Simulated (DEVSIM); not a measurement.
Device: illuminated Ge p-on-n cell, one wavelength, with a back-surface field, at 400 K.

Layer 1 from the left is Ge, thickness (μm) 0.0760, Na (cm⁻³) 1.4e18, τn (s) 3.6e-6, τp (s) 5.9e-5, absorption coefficient (cm⁻¹) 16000. Layer 2 from the left is Ge, thickness (μm) 280, Nd (cm⁻³) 3.9e15, τn (s) 0.00014, τp (s) 0.00014, absorption coefficient (cm⁻¹) 16000. Layer 3 from the left is Ge, thickness (μm) 0.590, Nd (cm⁻³) 1e18, τn (s) 0.00014, τp (s) 0.00014, absorption coefficient (cm⁻¹) 16000.

Left contact: ohmic, minority electron recombination velocity 10000 cm/s. Right contact: ohmic, minority hole recombination velocity 2000 cm/s. Voltage is applied to the left contact. Recombination: SRH at mid-gap, radiative, Auger. Light enters at the left, 8.3e17 photons cm⁻² s⁻¹, one pass, no reflection. Mobility is constant in doping.

The device is made up for the run: typed textbook-type constants, with dimensions and the other settings drawn at random. Values at 300 K; Nc and Nv go as T^1.5, mobilities as T to minus their exponent, the gap by Varshni's rule with the affinity fixed.

Ge: gap (eV) 0.664, affinity (eV) 4, permittivity 16, Nc (cm⁻³) 1.04e19, Nv (cm⁻³) 6e18, μn (cm²/Vs) 3900, μp (cm²/Vs) 1900, T exponent of μn 1.66, T exponent of μp 2.33, B (cm³/s) 6.4e-14, Cn (cm⁶/s) 1e-31, Cp (cm⁶/s) 1e-31, Varshni α (eV/K) 0.000477, Varshni β (K) 235.

DEVSIM, 1D drift-diffusion, Boltzmann statistics, complete ionisation; no tunnelling, impact ionisation, image-force lowering or self-heating.

Dark forward current:

```tsv
|V| (V)	|J| (A/cm²)
0.05	0.03204
0.10	0.1284
0.15	0.4292
0.20	1.457
0.25	5.150
0.30	18.22
0.35	60.50
0.40	175.5
0.45	424.6
0.50	857.2
0.55	1491
0.60	2317
```

Question: Work out the local ideality factor n = ΔV / (kT/q · ln(J2/J1)) between the rows 0.15 and 0.20 V, 0.25 and 0.30 V, 0.55 and 0.60 V.

Answer: kT/q = 34.47 mV. From 0.15 to 0.20 V: ln(1.457/0.4292) = 1.222, n = 1.19. From 0.25 to 0.30 V: ln(18.22/5.150) = 1.264, n = 1.15. From 0.55 to 0.60 V: ln(2317/1491) = 0.441, n = 3.29.

Question: What current could the absorbed light give at most, and what share is collected?

Answer: Σ αd = 449, so qΦ(1 − exp(−Σ αd)) = 133 mA/cm². The simulated short-circuit current is 132.4 mA/cm², a share of 1.00.

Question: Estimate the open-circuit voltage by superposition: the voltage at which the dark current equals that short-circuit current.

Answer: Interpolating ln J in the table gives 0.101 V. The simulation gives 0.101 V, the same within the digits that matter. Superposition holds where collection doesn't change with voltage.
